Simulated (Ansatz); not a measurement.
Start from HfGe2 in the fluorite structure (space group Fm-3m, No. 225; a = 6.4517 Å; a hypothetical phase, not in the database extracts checked).

(Cell as relaxed with PBE.)

Levels (all Ansatz, a first-principles code, PAW, earlier PAW set): PBE (420 eV, no spin-orbit coupling); PBEsol (420 eV, scalar-relativistic without spin-orbit coupling).

Each level relaxes its own structure.

```json
[
 {"base": "volume per atom", "PBE": "22.38 Å³", "PBEsol": "21.40 Å³"},
 {"base": "lattice parameter a", "PBE": "6.452 Å", "PBEsol": "6.357 Å"},
 {"base": "band gap", "PBE": "zero", "PBEsol": "zero"}
]
```

Now apply this change: every Ge is replaced by Ga, then cell and atoms are relaxed.

| quantity | PBE | PBEsol |
|---|---|---|
| volume per atom | 21.90 Å³ | ___ |
| band gap | zero | ___ |

Question: What does PBEsol give?

Answer: 
- volume per atom, PBEsol: 20.87 Å³
- band gap, PBEsol: zero

PBE's volume per atom lies 1.038 Å³ above PBEsol's (5.0 %); the two agree on the band gap. Neither level is exact; PBEsol is the comparison here, not a measurement.

Whether these cells are dynamically stable was not tested. As relaxed here, HfGa2 is a hypothetical phase, not in the database extracts checked. The final runs are not spin-polarised. HfGe2 has a high density of states at the Fermi level and may be magnetic at this level.
